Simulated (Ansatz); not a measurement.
The starting structures come from a database of crystals and need not be the phases stable at ambient conditions.

By PBEsol, the system below comes out a metal.

A figure of merit of an interconnect metal is its ballistic conductance per area.

Input:

```
CuZr
1.0
    3.24219     0.00000     0.00000
    0.00000     4.13822     0.00000
    1.51037     0.00000     5.29849
Zr Cu
2 2
Direct
  0.64740   0.25000   0.19367
  0.35260   0.75000   0.80633
  0.94078   0.25000   0.63770
  0.05922   0.75000   0.36230
```

The cell is taken as given; by PBEsol it stands under a pressure of -6.0 GPa.

The current flows along the normal of the first two printed cell vectors. No spin-orbit coupling; the value is a mean over 0.1 eV about the Fermi level.

Q: Estimate the ballistic conductance per area that PBEsol (Ansatz, an electronic-structure program) returns for this system.

A: 0.43 × 10¹⁵ S/m² for both spins.
